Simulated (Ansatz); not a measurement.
Base system: Cs in the bcc (W type) structure (space group Im-3m, No. 229; a = 6.2752 Å; relaxed with 0.1 eV smearing). Axes: x, y, z lie along the cube axes.

Structures relaxed with r2SCAN (Ansatz, an electronic-structure program, PAW, spin-orbit coupling left out).

Base:

Simulated powder pattern, Cu Kα1, λ = 1.54056 Å (kinematic, ideal powder, no thermal factors, no anomalous dispersion; the 10 strongest lines at most, above 2 %, up to 2θ = 90°):

| 2θ (°) | I/Imax (%) | hkl |
|---|---|---|
| 19.99 | 100 | (110) |
| 28.42 | 21 | (200) |
| 35.00 | 48 | (211) |
| 40.63 | 16 | (220) |
| 45.68 | 22 | (310) |
| 54.68 | 26 | (321) |
| 62.77 | 13 | (330) |
| 66.59 | 7.2 | (420) |
| 77.50 | 14 | (431) |
| 84.49 | 7.8 | (521) |

After one change:

Simulated powder pattern, Cu Kα1, λ = 1.54056 Å (kinematic, ideal powder, no thermal factors, no anomalous dispersion; the 10 strongest lines at most, above 2 %, up to 2θ = 90°):

```csv
2θ (°),I/Imax (%)
19.78,26
20.00,100
20.22,24
28.43,32
34.74,25
34.87,12
35.13,12
35.26,24
40.63,16
45.69,22
```

Problem. What was done to the base?
A) tensor shear ε_xy = −1.09 %
B) isotropic strain −0.78 %
C) uniaxial strain ε_yy = +5.43 %
D) isotropic strain −0.59 %

Solution. A, tensor shear ε_xy = −1.09 %. Its volume per atom is 123.54 Å³ against 123.55 Å³, and its space group is Fmmm (No. 69).

Whether these cells are dynamically stable was not tested.
